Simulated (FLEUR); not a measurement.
A self-consistent single point of CoBiO3 (P4mm, 5 atoms in the cell) with FLEUR.

Method of the run: PBEsol, all-electron FLAPW (FLEUR), scalar-relativistic valence in FLEUR.

The change in words: lattice scaled by 0.98. Reference geometry:
```yaml
crystal:
  lattice:
    - [3.71587, 0.00000, 0.00000]
    - [0.00000, 3.71587, 0.00000]
    - [0.00000, 0.00000, 4.01158]
  atoms:
    - { symbol: Co, position: [0.50000, 0.50000, 0.62281] }
    - { symbol: Bi, position: [0.00000, 0.00000, 0.05096] }
    - { symbol: O, position: [0.50000, 0.00000, 0.69608] }
    - { symbol: O, position: [0.00000, 0.50000, 0.69608] }
    - { symbol: O, position: [0.50000, 0.50000, 0.16257] }
```

Reference input (self-consistent single point, DFT, PBEsol, all-electron FLAPW (FLEUR), scalar-relativistic valence): Kmax = 4.7 1/bohr; GmaxXC = 18.8 1/bohr; xcFunctional = PBEs; jspins = 1; l_soc = F; mode = hist; fermiSmearingEnergy = 0.00367493 Htr; mesh (inpgen div1-3) = 9 9 9; inpgen gamma flag = false; Gmax = 18.8 1/bohr; numbands = 0; maxIterBroyd = 25. This run's input differs from it in these lines:

```diff
@@ -3,5 +3,5 @@
 &input film=f /
-7.0219841736 0.0000000000 0.0000000000
-0.0000000000 7.0219841736 0.0000000000
-0.0000000000 0.0000000000 7.5807913065
+6.8815453972 0.0000000000 0.0000000000
+0.0000000000 6.8815453972 0.0000000000
+0.0000000000 0.0000000000 7.4291748000
 1.0
@@ -47,5 +47,5 @@
          <bravaisMatrix>
-            <row-1>    7.0219841735999999     0.0000000000000000     0.0000000000000000</row-1>
-            <row-2>    0.0000000000000000     7.0219841735999999     0.0000000000000000</row-2>
-            <row-3>    0.0000000000000000     0.0000000000000000     7.5807913065000001</row-3>
+            <row-1>    6.8815453972000000     0.0000000000000000     0.0000000000000000</row-1>
+            <row-2>    0.0000000000000000     6.8815453972000000     0.0000000000000000</row-2>
+            <row-3>    0.0000000000000000     0.0000000000000000     7.4291748000000002</row-3>
          </bravaisMatrix>
```

Output (repeated stretches shortened):

```
 Iteration:     1   Distance:      36.47348175 me/bohr^3
 Iteration:     2   Distance:      32.37984877 me/bohr^3
 Iteration:     3   Distance:      18.22079377 me/bohr^3
 Iteration:     4   Distance:      15.18080270 me/bohr^3
 Iteration:     5   Distance:      12.56730595 me/bohr^3
   [... 14 lines left out ...]
 Iteration:    20   Distance:       0.00009387 me/bohr^3
 Iteration:    21   Distance:       0.00001793 me/bohr^3
 Iteration:    22   Distance:       0.00001556 me/bohr^3
 Iteration:    23   Distance:       0.00000407 me/bohr^3
 Reset of history
 Run finished successfully
 Stop message:
   Structural relaxation: new displacements generated

[file out, last iteration]
             iter=     24
[...]
          total density-effective poten   -4.1088415595E+04
          total charge density-energy d   -4.7635844238E+02
 Updated energy parameters for spin:           1
[...]
 fermi energy and band-weighting factors:

[...]
FERMIE:
          first approx. to ef    (T=0)  :   0.791398 htr   (energy of the highest occ. eigenvalue)
          number of occ. states  (T=0)  :       1808
          first approx. to seigv (T=0)  :   8.319606 htr
          sum of weights of occ. states :  24.006859
          sum of semicore charge        :   0.000000 e
FERHIS:  Fermi-Energy by histogram:
          bandgap                     :   0.000046 htr
   [... lines left out ...]
          charge neutrality (T=0)     :   0.013717    (zero if the highest occ. eigenvalue is "entirely" occupied)
     EF_NEWTON:  Adjust Fermi-Energy by Newton-Method.
 Direct bandgap for spin            1 :    9.0788373390295884E-003  Htr
 ---->    free energy=                    -23193.0229570267 htr
   [... lines left out ...]
 TOTAL FORCE FOR ATOM TYPE=  2  X=  0.000   Y=  0.000   Z=  0.379
                       FX_TOT= 0.000000 FY_TOT= 0.000000 FZ_TOT= 0.013931
 TOTAL FORCE FOR ATOM TYPE=  3  X=  3.441   Y=  0.000   Z= -2.258
                       FX_TOT= 0.000000 FY_TOT= 0.000000 FZ_TOT=-0.000319
 TOTAL FORCE FOR ATOM TYPE=  4  X=  3.441   Y=  3.441   Z=  1.208
                       FX_TOT= 0.000000 FY_TOT= 0.000000 FZ_TOT=-0.009052
```

The run converged in 23 iterations. FLEUR gives forces in its relaxation mode, with a further iteration, so its stop message speaks of a relaxation. Against the reference run the free energy rises by 20.3 meV/atom and the largest force goes from 0.290 to 0.716 eV/Å.

The starting cell comes from a database of computed structures (which also holds hypothetical and non-ambient phases and stackings), without a prior relaxation at this level. Its lattice was rescaled by a random factor within 2.5 % of one. For this run, on top of that: lattice scaled by 0.98. Spin-orbit coupling is off. Spin polarisation is off, so a magnetic state, if there is one, cannot be reached. Values depend on the basis (sphere radii, cutoffs, local orbitals), which need not be converged. The log's line on a gap gives a spacing of levels on this mesh, which the program prints for metals too.

Cost on one core of a shared machine: roughly 6 min.
